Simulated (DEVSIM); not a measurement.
System: Schottky contact on n-type Si, at 300 K.

Layer 1 from the left is Si, thickness (μm) 2.80, Nd (cm⁻³) 1.7e15, τn (s) 2.1e-5, τp (s) 2.1e-5.

Left contact: Schottky, work function 4.91 eV, emission velocity 5.3e6 cm/s. Right contact: ohmic. Voltage is applied to the left contact. Recombination: SRH at mid-gap, Auger. Mobility is constant in doping.

Constants are typed, rounded textbook-type inputs, not results; the design itself was drawn at random and stands for no fabricated device. Values at 300 K.

Si: gap (eV) 1.124, affinity (eV) 4.05, permittivity 11.7, Nc (cm⁻³) 2.86e19, Nv (cm⁻³) 3.1e19, μn (cm²/Vs) 1417, μp (cm²/Vs) 470, Cn (cm⁶/s) 2.8e-31, Cp (cm⁶/s) 9.9e-32.

Model (solved in DEVSIM): 1D drift-diffusion, Boltzmann statistics, complete ionisation; no tunnelling, impact ionisation, image-force lowering or self-heating. Metal contacts follow the ideal Schottky-Mott rule: no Fermi-level pinning, no interface dipoles.

Dark forward current:

```
|V| (V)  |J| (A/cm²)
-------  -----------
0.05        4.221e-7
0.10        3.307e-6
0.15        2.303e-5
0.20       0.0001575
0.25        0.001072
0.30        0.007267
0.35         0.04887
0.40          0.3231
0.45           2.020
0.50           10.35
0.55           34.83
0.60           77.97
0.65           136.5
0.70           207.7
0.75           289.9
0.80           381.1
0.85           479.8
0.90           584.2
0.95           693.1
1.00           805.1
1.05           919.1
1.10            1034
1.15            1150
1.20            1266
1.25            1382
1.30            1496
```

**Question.** Work out the local ideality factor n = ΔV / (kT/q · ln(J2/J1)) between the rows 0.15 and 0.20 V, 1.25 and 1.30 V.

**Answer.** kT/q = 25.85 mV. From 0.15 to 0.20 V: ln(0.0001575/2.303e-5) = 1.923, n = 1.01, near the 1 of diffusion or emission over a barrier. From 1.25 to 1.30 V: ln(1496/1382) = 0.079, n = 24.40.

**Question.** Estimate the current at 0.30 V for emission alone, J0 = q v N_band exp(−φB/kT), and read the barrier back from the simulated current.

**Answer.** φB = 0.860 eV, N_band = 2.86e19 cm⁻³, J0 = 8.65e-8 A/cm²; J = J0 (exp(qV/kT) − 1) = 0.00948 A/cm². The simulation gives 0.00727 A/cm²; the estimate lies 31 % above. Read backwards, the simulated current gives an apparent barrier of 0.867 eV. The estimate leaves out transport through the depletion region and minority injection.
